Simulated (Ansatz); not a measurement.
## BeS (model structure, started from the CdTe type, P6₄22, No. 181, 6 atoms in the cell)

Calculation: PBEsol in Ansatz (PAW).

Settings: plane-wave cutoff 520 eV, 12×12×4 k mesh (along the axes of the cell as run), Fermi–Dirac smearing 0.01 eV, scalar-relativistic PAW data made under PBE.

Cell (relaxed at this level):

```xyz
6
Lattice="3.4236 0.0000 0.0000 -1.7118 2.9650 0.0000 0.0000 0.0000 7.7459" Properties=species:S:1:pos:R:3 pbc="T T T"
Be    -0.8559     1.4825     5.1640
Be     0.8559     1.4825     0.0000
Be     1.7118     0.0000     2.5820
S     -0.8559     1.4825     1.2910
S      0.8559     1.4825     3.8730
S      1.7118     0.0000     6.4549
```

```json
{
  "band_gap": "2.49 eV (indirect)",
  "smallest_direct_gap_on_the_k_points_sampled": "3.77 eV",
  "direct gap at Γ": "3.91 eV"
}
```

Note: the relaxation could raise the start's symmetry but not lower it, so the cell can be a saddle point.

The result took very roughly 12 core-seconds.

A model structure was made by putting elements into a prototype or built by hand; it is no filed structure, need not be a known phase, and can be a saddle point held by its symmetry.

Ansatz is a program for electronic structure.
